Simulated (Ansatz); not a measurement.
```yaml
crystal:
  lattice:
    - [19.00000, 0.00000, 0.00000]
    - [0.00000, 21.00000, 0.00000]
    - [0.00000, 0.00000, 4.16785]
  atoms:
    - { symbol: Ge, position: [0.39520, 0.46659, 0.00000] }
    - { symbol: Ge, position: [0.39520, 0.53341, 0.50000] }
    - { symbol: Ge, position: [0.50000, 0.32872, 0.50000] }
    - { symbol: Ge, position: [0.50000, 0.39471, 0.00000] }
    - { symbol: Ge, position: [0.50000, 0.60529, 0.50000] }
    - { symbol: Ge, position: [0.50000, 0.67128, 0.00000] }
    - { symbol: Ge, position: [0.60480, 0.46659, 0.00000] }
    - { symbol: Ge, position: [0.60480, 0.53341, 0.50000] }
    - { symbol: Cl, position: [0.29933, 0.40999, 0.00000] }
    - { symbol: Cl, position: [0.29933, 0.59001, 0.50000] }
    - { symbol: Cl, position: [0.40792, 0.26778, 0.50000] }
    - { symbol: Cl, position: [0.59208, 0.26778, 0.50000] }
    - { symbol: Cl, position: [0.40792, 0.73222, 0.00000] }
    - { symbol: Cl, position: [0.59208, 0.73222, 0.00000] }
    - { symbol: Cl, position: [0.70067, 0.40999, 0.00000] }
    - { symbol: Cl, position: [0.70067, 0.59001, 0.50000] }
```

Levels: PBE (plane waves to 420 eV, PAW; Ansatz, a first-principles code); Ansatz with PBE with spin-orbit coupling; r2SCAN (plane waves to 500 eV, PAW; Ansatz); HSE06 run with Ansatz. Unmarked values and the geometry are of the first. Mesh 1×1×8. No spin polarisation. It repeats along c; a and b span vacuum. A model structure. Only distortions within the start's symmetry and period were free. Values not marked SOC lack spin–orbit coupling. HSE06 ran on a 1×1×5 mesh and at PBE's edge points. Buckling under compression is shut out by symmetry and the short period.

Question: Say what this body is, and give its properties.

Answer: Cl-capped Ge nanowire along [110], 8 atoms a period besides the caps. An idealised model, cut from the bulk lattice.
- largest distance between nuclei across the axis: 10.36 Å
- energy over the bulk Ge and Cl2 molecule: -1163 meV per atom other than the caps
- PBE gap: 0.74 eV, direct at Γ
- electron mass along the axis (PBE): 0.054 mₑ
- hole mass along the axis (PBE): 0.055 mₑ
- valence and conduction edges under the vacuum level (PBE): 6.26 and 5.52 eV
- PBE+SOC gap at this geometry: 0.74 eV
- r2SCAN gap at this geometry: 1.07 eV
- HSE06 gap at this geometry: 1.56 eV
- axial stiffness dF/dε: 57 nN
